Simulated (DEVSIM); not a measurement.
Device: Cr/SiO2/p-Si capacitor, at 300 K.

```tsv
layer (left to right)	material	thickness (nm)	Na (cm⁻³)
1	SiO2	16.0	-
2	Si	850	4.6e17
```

Metal gate on the left, work function 4.5 eV. Fixed charge at the semiconductor interface 0 cm⁻² (in units of +e); interface traps 1.2e10 cm⁻² eV⁻¹, uniform in energy, neutral level at 0.5 of the gap above the valence band.

Constants are typed, rounded textbook-type inputs, not results; the design itself was drawn at random and stands for no fabricated device. Values at 300 K.

| parameter | SiO2 | Si |
|---|---|---|
| gap (eV) | 9 | 1.124 |
| affinity (eV) | 0.9 | 4.05 |
| permittivity | 3.9 | 11.7 |
| Nc (cm⁻³) | - | 2.86e19 |
| Nv (cm⁻³) | - | 3.1e19 |

Model (solved in DEVSIM): 1D Poisson equation in equilibrium, Boltzmann statistics, complete ionisation; no quantum confinement or tunnelling. Metal contacts follow the ideal Schottky-Mott rule: no Fermi-level pinning, no interface dipoles.

Question: Tabulate band edges, carrier densities and field at 0.8 V on the gate.

Answer: Energies count from the Fermi level of the right contact; mesh points crowd at the junctions.

```json
[
 {"x (μm)": "0.000", "Ec (eV)": "2.800", "Ev (eV)": "-6.200", "n (cm⁻³)": "< 1e2", "p (cm⁻³)": "< 1e2", "field (V/cm)": "640000"},
 {"x (μm)": "0.001139", "Ec (eV)": "2.873", "Ev (eV)": "-6.127", "n (cm⁻³)": "< 1e2", "p (cm⁻³)": "< 1e2", "field (V/cm)": "640000"},
 {"x (μm)": "0.003227", "Ec (eV)": "3.006", "Ev (eV)": "-5.994", "n (cm⁻³)": "< 1e2", "p (cm⁻³)": "< 1e2", "field (V/cm)": "640000"},
 {"x (μm)": "0.007058", "Ec (eV)": "3.251", "Ev (eV)": "-5.749", "n (cm⁻³)": "< 1e2", "p (cm⁻³)": "< 1e2", "field (V/cm)": "640000"},
 {"x (μm)": "0.01268", "Ec (eV)": "3.610", "Ev (eV)": "-5.390", "n (cm⁻³)": "< 1e2", "p (cm⁻³)": "< 1e2", "field (V/cm)": "640000"},
 {"x (μm)": "0.01481", "Ec (eV)": "3.746", "Ev (eV)": "-5.254", "n (cm⁻³)": "< 1e2", "p (cm⁻³)": "< 1e2", "field (V/cm)": "640000"},
 {"x (μm)": "0.01597", "Ec (eV)": "3.820", "Ev (eV)": "-5.180", "n (cm⁻³)": "< 1e2", "p (cm⁻³)": "< 1e2", "field (V/cm)": "510000"},
 {"x (μm)": "0.01774", "Ec (eV)": "0.707", "Ev (eV)": "-0.417", "n (cm⁻³)": "3.8e7", "p (cm⁻³)": "3.0e12", "field (V/cm)": "200000"},
 {"x (μm)": "0.02073", "Ec (eV)": "0.764", "Ev (eV)": "-0.360", "n (cm⁻³)": "4300000", "p (cm⁻³)": "2.7e13", "field (V/cm)": "180000"},
 {"x (μm)": "0.02683", "Ec (eV)": "0.860", "Ev (eV)": "-0.264", "n (cm⁻³)": "100000", "p (cm⁻³)": "1.1e15", "field (V/cm)": "140000"},
 {"x (μm)": "0.03922", "Ec (eV)": "0.975", "Ev (eV)": "-0.149", "n (cm⁻³)": "1200", "p (cm⁻³)": "9.7e16", "field (V/cm)": "53000"},
 {"x (μm)": "0.07983", "Ec (eV)": "1.015", "Ev (eV)": "-0.109", "n (cm⁻³)": "250", "p (cm⁻³)": "4.6e17", "field (V/cm)": "110"},
 {"x (μm)": "0.1470", "Ec (eV)": "1.015", "Ev (eV)": "-0.109", "n (cm⁻³)": "250", "p (cm⁻³)": "4.6e17", "field (V/cm)": "≈ 0"},
 {"x (μm)": "0.2837", "Ec (eV)": "1.015", "Ev (eV)": "-0.109", "n (cm⁻³)": "250", "p (cm⁻³)": "4.6e17", "field (V/cm)": "≈ 0"},
 {"x (μm)": "0.6017", "Ec (eV)": "1.015", "Ev (eV)": "-0.109", "n (cm⁻³)": "250", "p (cm⁻³)": "4.6e17", "field (V/cm)": "≈ 0"},
 {"x (μm)": "0.7366", "Ec (eV)": "1.015", "Ev (eV)": "-0.109", "n (cm⁻³)": "250", "p (cm⁻³)": "4.6e17", "field (V/cm)": "≈ 0"},
 {"x (μm)": "0.8030", "Ec (eV)": "1.015", "Ev (eV)": "-0.109", "n (cm⁻³)": "250", "p (cm⁻³)": "4.6e17", "field (V/cm)": "≈ 0"},
 {"x (μm)": "0.8356", "Ec (eV)": "1.015", "Ev (eV)": "-0.109", "n (cm⁻³)": "250", "p (cm⁻³)": "4.6e17", "field (V/cm)": "≈ 0"},
 {"x (μm)": "0.8549", "Ec (eV)": "1.015", "Ev (eV)": "-0.109", "n (cm⁻³)": "250", "p (cm⁻³)": "4.6e17", "field (V/cm)": "≈ 0"},
 {"x (μm)": "0.8611", "Ec (eV)": "1.015", "Ev (eV)": "-0.109", "n (cm⁻³)": "250", "p (cm⁻³)": "4.6e17", "field (V/cm)": "≈ 0"},
 {"x (μm)": "0.8642", "Ec (eV)": "1.015", "Ev (eV)": "-0.109", "n (cm⁻³)": "250", "p (cm⁻³)": "4.6e17", "field (V/cm)": "≈ 0"},
 {"x (μm)": "0.8660", "Ec (eV)": "1.015", "Ev (eV)": "-0.109", "n (cm⁻³)": "250", "p (cm⁻³)": "4.6e17", "field (V/cm)": "≈ 0"}
]
```
